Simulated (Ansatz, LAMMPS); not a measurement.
# Si well of 21 atomic layers along [001] in random Si0.5Ge0.5, interfaces sharp

Cell 16.85 × 16.85 × 66.04 Å, Si622Ge242, 864 atoms. Prepared with Tersoff's 1989 multicomponent potential (SiCGe.tersoff) (LAMMPS): minimisation. 

That structure was relaxed on with PBE, support functions at accuracy medium on the grid of 370 eV (Ansatz, a first-principles code). Basis: localised support functions (accuracy medium) on a full density matrix. k-points: zone centre alone; occupations: Fermi-Dirac, 0.010 eV; spin polarisation not allowed. Scalar-relativistic, no spin-orbit coupling.

Q: What does DFT change in the classical structure?

A: The energy falls by 0.3 meV an atom over 3 steps; atoms move by 0.012 Å root mean square, 0.03 Å at most.
```
quantity                   classical minimum  after DFT steps
-------------------------  -----------------  ---------------
4-fold atoms (%)                       100.0            100.0
spread of bond angles (°)                1.3              1.4
```
